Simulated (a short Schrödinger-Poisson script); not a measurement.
Structure: symmetric double-gate stack, Al2O3 on p-type GaN, at 400 K.

```
layer  material  thickness (nm)  Na (cm⁻³)
-----  --------  --------------  ---------
1         Al2O3             5.2          -
2           GaN               2       4e17
3         Al2O3             5.2          -
```

Constants are typed, rounded textbook-type inputs, not results; the design itself was drawn at random and stands for no fabricated device. Al2O3: permittivity 9, conduction-band edge (eV) 2.75, gap (eV) 6.8, electron mass (mₑ) 0.3. GaN: permittivity 9.5, conduction-band edge (eV) 0, gap (eV) 3.43, Nv at 300 K (cm⁻³) 4.6e19.

Channel valleys (confinement mass, in-plane density-of-states mass, number): Γ 0.2, 0.2, 1. At the gates, both at one voltage, the conduction-band edge of layer 1 lies 3.1 eV − eVg above the Fermi level of the channel. Gaps are held at their typed values at every temperature. Mesh 0.03 nm at interfaces.

Solved with a short Schrödinger-Poisson script written for these runs: 1D Poisson equation in equilibrium, electrons classical, Boltzmann, parabolic valleys, classical holes, full ionisation, no traps, pinning or gate leakage.

The same stack at other levels of the model or other numerical settings:

```tsv
run	sheet density of all electrons at Vg = 1.8 V (cm⁻²)	sheet density of all electrons at Vg = 0.6 V (cm⁻²)	capacitance of both gates at Vg = 1.8 V (μF/cm²)	rough cost against the base
base	2.44e13	3.43e12	2.91	about 1
electrons treated as classical, Fermi-Dirac	1.92e13	2.73e12	2.33	3
electrons treated as quantum, Hartree	1.72e13	5.43e11	2.34	10
electrons treated as quantum, Hartree plus LDA exchange-correlation	1.82e13	7.80e11	2.38	20
mesh six times as coarse	2.40e13	3.37e12	2.87	about 1
```

The classical rows ignore confinement, and Boltzmann statistics overrate the density once the band edge passes the Fermi level.

In real p-type GaN the Mg acceptor is only partly ionised, and so wide a gap doesn't supply an inversion layer without source and drain.
